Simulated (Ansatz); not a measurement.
Take WSi2 (space group I4/mmm, No. 139; a = 3.211 Å, c = 7.805 Å; relaxed with 0.1 eV smearing) as the base. Axes: x, y, z lie along a, b, c of the conventional cell.

The values are results of r2SCAN/PAW in Ansatz (an electronic-structure program), no spin-orbit coupling, not measurements.

Strains are applied to the cell and any free atomic positions relax; under biaxial strain the out-of-plane vector relaxes too.

One change was made to it. Results:

| quantity | base | after |
|---|---|---|
| pressure (mean of the normal stresses, compression positive) | 0.0 GPa | -8.4 GPa |
| band gap | zero | zero |

Question: What was done to the base?
A. uniaxial strain ε_xx = +2.78 %
B. isotropic strain +1.31 %
C. biaxial strain +4.36 %, plane normal [001], relaxed out of plane
D. strain tensor (xx, yy, zz, yz, xz, xy) = (+0.75, −2.06, −2.75, +0.55, +1.11, −0.44) %

Answer: B, isotropic strain +1.31 %. For comparison, the pressure in the other runs: biaxial strain +4.36 %, plane normal [001], relaxed out of plane gives -12.9 GPa; strain tensor (xx, yy, zz, yz, xz, xy) = (+0.75, −2.06, −2.75, +0.55, +1.11, −0.44) % gives 11.6 GPa; uniaxial strain ε_xx = +2.78 % gives -5.7 GPa.

Whether these cells are dynamically stable was not tested. The final runs are not spin-polarised.
